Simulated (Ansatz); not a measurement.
# What Se → C does to MgSe

Take MgSe in the rock salt structure (space group Fm-3m, No. 225; a = 5.4495 Å) as the base.

It is then changed as follows: every Se is replaced by C, then cell and atoms are relaxed.

Computed with PBEsol (Ansatz, a program for electronic structure; PAW; 420 eV plane waves; no spin-orbit coupling), earlier PAW set. Γ-centred 17×17×17 mesh, Fermi–Dirac width 0.05 eV, for the changed cell.

The volume per atom drops by 8.20 Å³ to 12.03 Å³ and the lattice parameter a falls by 0.8665 Å to 4.583 Å. The shortest interatomic distance decreases by 0.4333 Å (2.725 Å → 2.291 Å) and the band gap becomes zero (base: 1.78 eV).

Final structure:

```
MgC
1.0
    0.00000     2.29147     2.29147
    2.29147     0.00000     2.29147
    2.29147     2.29147     0.00000
C Mg
1 1
Cartesian
  0.00000   0.00000   0.00000
  2.29147   2.29147   2.29147
```

Stability against distortions was not tested. As relaxed here, MgC is a hypothetical phase, not in the database extracts checked. All final runs are without spin polarisation.
